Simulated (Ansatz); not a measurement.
The parent structure is CdS in the wurtzite structure (space group P6_3mc, No. 186; a = 4.0741 Å, c = 6.6367 Å). Axes: x lies along a and z along c of the hexagonal cell.

It is then changed as follows: compressive biaxial strain of 2.40 % in the plane normal to [001], as in epitaxy on a mismatched substrate; the out-of-plane cell vector and the atoms relax.

Level of theory: LDA in Ansatz (plane waves to 420 eV, PAW, no spin-orbit coupling).

Base, band edges from the VBM (valence, conduction): K -1.82, 4.32; H -1.24, 4.26; M -0.84, 3.59; L -1.47, 3.25; A -0.43, 2.70; Γ 0.00, 1.03 eV.

Q: Give the band edges at the high-symmetry points of the new zone, measured from its valence-band maximum.

A: 
```json
[
 {"point": "Γ", "valence edge (eV)": "0.00", "conduction edge (eV)": "0.96"},
 {"point": "M", "valence edge (eV)": "-0.84", "conduction edge (eV)": "3.49"},
 {"point": "K", "valence edge (eV)": "-1.92", "conduction edge (eV)": "3.92"},
 {"point": "A", "valence edge (eV)": "-0.43", "conduction edge (eV)": "2.80"},
 {"point": "L", "valence edge (eV)": "-1.49", "conduction edge (eV)": "3.07"},
 {"point": "H", "valence edge (eV)": "-1.53", "conduction edge (eV)": "4.03"}
]
```

The gap is 0.96 eV, direct at Γ.

No phonon test of stability was made.

Ansatz is a quantum-chemistry and plane-wave program.
